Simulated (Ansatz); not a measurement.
## CoSi, pressure series

Consider CoSi (space group P2_13, No. 198; a = 4.383 Å; non-magnetic).

Cell and atoms are relaxed at each pressure.

All numbers come from DFT with r2SCAN, PAW potentials and a 500 eV plane-wave cutoff in Ansatz (a first-principles code), no SOC.

Notes on the quantities. enthalpy: H = E + PV relative to the base's energy.

```json
[
 {"variant": "base", "enthalpy": "–", "density": "6.86 g/cm³", "shortest interatomic distance": "2.292 Å"},
 {"variant": "pressure −2 GPa", "enthalpy": "-0.13 eV/atom", "density": "6.81 g/cm³", "shortest interatomic distance": "2.299 Å"},
 {"variant": "pressure −1 GPa", "enthalpy": "-0.07 eV/atom", "density": "6.84 g/cm³", "shortest interatomic distance": "2.296 Å"},
 {"variant": "pressure 1.8 GPa", "enthalpy": "+0.12 eV/atom", "density": "6.91 g/cm³", "shortest interatomic distance": "2.288 Å"},
 {"variant": "pressure 4.2 GPa", "enthalpy": "+0.27 eV/atom", "density": "6.98 g/cm³", "shortest interatomic distance": "2.283 Å"},
 {"variant": "pressure 9 GPa", "enthalpy": "+0.58 eV/atom", "density": "7.10 g/cm³", "shortest interatomic distance": "2.271 Å"},
 {"variant": "pressure 18 GPa", "enthalpy": "+1.14 eV/atom", "density": "7.31 g/cm³", "shortest interatomic distance": "2.252 Å"},
 {"variant": "pressure 30 GPa", "enthalpy": "+1.87 eV/atom", "density": "7.57 g/cm³", "shortest interatomic distance": "2.229 Å"},
 {"variant": "pressure 45 GPa", "enthalpy": "+2.75 eV/atom", "density": "7.85 g/cm³", "shortest interatomic distance": "2.204 Å"},
 {"variant": "pressure 60 GPa", "enthalpy": "+3.60 eV/atom", "density": "8.11 g/cm³", "shortest interatomic distance": "2.182 Å"}
]
```

Load acts through the strain it causes; cell and atoms are relaxed under it. Stability against distortions was not tested. Competing high-pressure phases were not computed. Starting moments died away, wholly or in part, for the base; another magnetic solution may exist. The final runs are not spin-polarised.
